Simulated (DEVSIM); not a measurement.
Structure: Ru/SiO2/n-GaAs capacitor, at 400 K.

```csv
layer (left to right),material,thickness (nm),Nd (cm⁻³)
1,SiO2,1.00,-
2,GaAs,9200,4.9e15
```

Metal gate on the left, work function 4.7 eV. Fixed charge at the semiconductor interface -1.3e10 cm⁻² (in units of +e); interface traps 2e12 cm⁻² eV⁻¹, uniform in energy, neutral level at 0.3 of the gap above the valence band.

This is a model device: material constants are rounded textbook-type values typed into the input, and sizes, dopings and lifetimes were drawn at random. Values at 300 K; Nc and Nv go as T^1.5, mobilities as T to minus their exponent, the gap by Varshni's rule with the affinity fixed.

```tsv
parameter	SiO2	GaAs
gap (eV)	9	1.424
affinity (eV)	0.9	4.07
permittivity	3.9	12.9
Nc (cm⁻³)	-	4.7e17
Nv (cm⁻³)	-	9e18
Varshni α (eV/K)	-	0.000541
Varshni β (K)	-	204
```

Simulated with DEVSIM: 1D Poisson equation in equilibrium, Boltzmann statistics, complete ionisation; no quantum confinement or tunnelling. Metal contacts follow the ideal Schottky-Mott rule: no Fermi-level pinning, no interface dipoles.

Problem. Tabulate band edges, carrier densities and field at -0.3 V on the gate.

Solution. Energies count from the Fermi level of the right contact; mesh points crowd at the junctions.

```json
[
 {"x (μm)": "0.000", "Ec (eV)": "4.100", "Ev (eV)": "-4.900", "n (cm⁻³)": "< 1e2", "p (cm⁻³)": "< 1e2", "field (V/cm)": "-61000"},
 {"x (μm)": "0.0005719", "Ec (eV)": "4.096", "Ev (eV)": "-4.904", "n (cm⁻³)": "< 1e2", "p (cm⁻³)": "< 1e2", "field (V/cm)": "-61000"},
 {"x (μm)": "0.001361", "Ec (eV)": "0.923", "Ev (eV)": "-0.454", "n (cm⁻³)": "1700000", "p (cm⁻³)": "2.6e13", "field (V/cm)": "-31000"},
 {"x (μm)": "0.003158", "Ec (eV)": "0.917", "Ev (eV)": "-0.460", "n (cm⁻³)": "2000000", "p (cm⁻³)": "2.2e13", "field (V/cm)": "-31000"},
 {"x (μm)": "0.009012", "Ec (eV)": "0.899", "Ev (eV)": "-0.478", "n (cm⁻³)": "3400000", "p (cm⁻³)": "1.3e13", "field (V/cm)": "-31000"},
 {"x (μm)": "0.01984", "Ec (eV)": "0.866", "Ev (eV)": "-0.511", "n (cm⁻³)": "8900000", "p (cm⁻³)": "5.0e12", "field (V/cm)": "-30000"},
 {"x (μm)": "0.04345", "Ec (eV)": "0.797", "Ev (eV)": "-0.580", "n (cm⁻³)": "6.6e7", "p (cm⁻³)": "6.7e11", "field (V/cm)": "-28000"},
 {"x (μm)": "0.1245", "Ec (eV)": "0.588", "Ev (eV)": "-0.789", "n (cm⁻³)": "2.8e10", "p (cm⁻³)": "1.6e9", "field (V/cm)": "-23000"},
 {"x (μm)": "0.2717", "Ec (eV)": "0.326", "Ev (eV)": "-1.052", "n (cm⁻³)": "5.7e13", "p (cm⁻³)": "780000", "field (V/cm)": "-13000"},
 {"x (μm)": "0.5927", "Ec (eV)": "0.176", "Ev (eV)": "-1.202", "n (cm⁻³)": "4.4e15", "p (cm⁻³)": "10000", "field (V/cm)": "-470"},
 {"x (μm)": "1.293", "Ec (eV)": "0.172", "Ev (eV)": "-1.205", "n (cm⁻³)": "4.9e15", "p (cm⁻³)": "9100", "field (V/cm)": "≈ 0"},
 {"x (μm)": "3.573", "Ec (eV)": "0.172", "Ev (eV)": "-1.205", "n (cm⁻³)": "4.9e15", "p (cm⁻³)": "9100", "field (V/cm)": "≈ 0"},
 {"x (μm)": "6.435", "Ec (eV)": "0.172", "Ev (eV)": "-1.205", "n (cm⁻³)": "4.9e15", "p (cm⁻³)": "9100", "field (V/cm)": "≈ 0"},
 {"x (μm)": "7.933", "Ec (eV)": "0.172", "Ev (eV)": "-1.205", "n (cm⁻³)": "4.9e15", "p (cm⁻³)": "9100", "field (V/cm)": "≈ 0"},
 {"x (μm)": "8.758", "Ec (eV)": "0.172", "Ev (eV)": "-1.205", "n (cm⁻³)": "4.9e15", "p (cm⁻³)": "9100", "field (V/cm)": "≈ 0"},
 {"x (μm)": "8.999", "Ec (eV)": "0.172", "Ev (eV)": "-1.205", "n (cm⁻³)": "4.9e15", "p (cm⁻³)": "9100", "field (V/cm)": "≈ 0"},
 {"x (μm)": "9.109", "Ec (eV)": "0.172", "Ev (eV)": "-1.205", "n (cm⁻³)": "4.9e15", "p (cm⁻³)": "9100", "field (V/cm)": "≈ 0"},
 {"x (μm)": "9.159", "Ec (eV)": "0.172", "Ev (eV)": "-1.205", "n (cm⁻³)": "4.9e15", "p (cm⁻³)": "9100", "field (V/cm)": "≈ 0"},
 {"x (μm)": "9.187", "Ec (eV)": "0.172", "Ev (eV)": "-1.205", "n (cm⁻³)": "4.9e15", "p (cm⁻³)": "9100", "field (V/cm)": "≈ 0"},
 {"x (μm)": "9.195", "Ec (eV)": "0.172", "Ev (eV)": "-1.205", "n (cm⁻³)": "4.9e15", "p (cm⁻³)": "9100", "field (V/cm)": "≈ 0"},
 {"x (μm)": "9.199", "Ec (eV)": "0.172", "Ev (eV)": "-1.205", "n (cm⁻³)": "4.9e15", "p (cm⁻³)": "9100", "field (V/cm)": "≈ 0"},
 {"x (μm)": "9.201", "Ec (eV)": "0.172", "Ev (eV)": "-1.205", "n (cm⁻³)": "4.9e15", "p (cm⁻³)": "9100", "field (V/cm)": "≈ 0"}
]
```
